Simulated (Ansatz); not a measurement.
The starting structures come from a database of crystals and need not be the phases stable at ambient conditions.

By LDA, the system below comes out a metal.

A figure of merit of an interconnect metal is its ballistic conductance per area.

Consider the following.

```yaml
crystal:
  lattice:
    - [3.16464, 0.00000, 0.00000]
    - [0.12765, 4.40589, 0.00000]
    - [0.00000, 0.00000, 4.34376]
  atoms:
    - { symbol: Sb, position: [0.04335, 0.76354, 0.75000] }
    - { symbol: Sb, position: [0.95665, 0.23646, 0.25000] }
```

Space group of this cell: P2_1/m. The cell is taken as given; by LDA its mean pressure is -3.8 GPa.

The current flows along the normal of the first two printed cell vectors. No spin-orbit coupling; the value is a mean over 0.1 eV about the Fermi level.

Problem. Give the ballistic conductance per area that LDA in Ansatz (a quantum-chemistry and plane-wave program) yields.

Solution. 0.96 × 10¹⁵ S/m² for both spins.
